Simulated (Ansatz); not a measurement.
**Cu3N, response to strain**

Take Cu3N (space group Pm-3m, No. 221; a = 3.765 Å) as the base. Axes: x, y, z lie along the cube axes.

Strains are applied to the cell and any free atomic positions relax; under biaxial strain the out-of-plane vector relaxes too; under stress the whole cell relaxes.

Calculations: PBEsol/PAW in Ansatz (a first-principles code), no SOC, earlier PAW set.

Notes on the quantities. energy relative to the base: free energy F; pressure: mean of the normal stresses, compression positive.

```json
[
 {"change": "base", "energy relative to the base": "0 meV/atom", "pressure": "0.0 GPa", "shortest interatomic distance": "1.882 Å", "space group": "Pm-3m (No. 221)"},
 {"change": "biaxial strain +1.24 %, plane normal [110], relaxed out of plane", "energy relative to the base": "+2.2 meV/atom", "pressure": "-1.4 GPa", "shortest interatomic distance": "1.882 Å", "space group": "Cmmm (No. 65)"},
 {"change": "uniaxial strain ε_yy = +2.76 %", "energy relative to the base": "+8.0 meV/atom", "pressure": "-3.2 GPa", "shortest interatomic distance": "1.882 Å", "space group": "P4/mmm (No. 123)"},
 {"change": "uniaxial strain ε_zz = +1.48 %", "energy relative to the base": "+2.4 meV/atom", "pressure": "-1.8 GPa", "shortest interatomic distance": "1.882 Å", "space group": "P4/mmm (No. 123)"},
 {"change": "uniaxial strain ε_zz = +2.52 %", "energy relative to the base": "+6.8 meV/atom", "pressure": "-3.0 GPa", "shortest interatomic distance": "1.882 Å", "space group": "P4/mmm (No. 123)"},
 {"change": "uniaxial stress, 3 GPa tension along x", "energy relative to the base": "+1.6 meV/atom", "pressure": "–", "shortest interatomic distance": "1.878 Å", "space group": "P4/mmm (No. 123)"}
]
```

Beyond what the load breaks, stability against distortions was not tested. All final runs are without spin polarisation.
